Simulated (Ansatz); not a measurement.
We consider KHgF3 (within 0.1 Å of Pm-3m, No. 221, 5 atoms in the cell; start mp-7483), described by PBEsol in Ansatz (PAW).

Run with plane-wave cutoff 500 eV, 10×10×10 k mesh, Fermi–Dirac smearing 0.05 eV, scalar-relativistic PAW data made under PBE.

Cell (relaxed at this level):

```cif
data_F3HgK
_chemical_formula_sum 'K1 Hg1 F3'
_space_group_name_H-M_alt 'P 1'
_space_group_IT_number 1
_cell_length_a 4.51626
_cell_length_b 4.51626
_cell_length_c 4.51341
_cell_angle_alpha 90.000
_cell_angle_beta 90.000
_cell_angle_gamma 90.065
loop_
_space_group_symop_operation_xyz
  'x, y, z'
loop_
_atom_site_label
_atom_site_type_symbol
_atom_site_fract_x
_atom_site_fract_y
_atom_site_fract_z
_atom_site_occupancy
K1 K 0.00000 0.00000 0.50000 1
Hg1 Hg 0.50000 0.50000 0.00000 1
F1 F 0.00000 0.50000 0.00000 1
F2 F 0.50000 0.00000 0.00000 1
F3 F 0.50000 0.50000 0.50000 1
```

Question: Give the computed band gap.

Answer: 
- band gap = 0.39 eV (on the SCF k mesh)

Spin–orbit coupling is not included.

Computed values are for the static lattice.

A start named mp-… is a Materials Project structure, which need not be a measured phase.

Ansatz is a quantum-chemistry and plane-wave program.
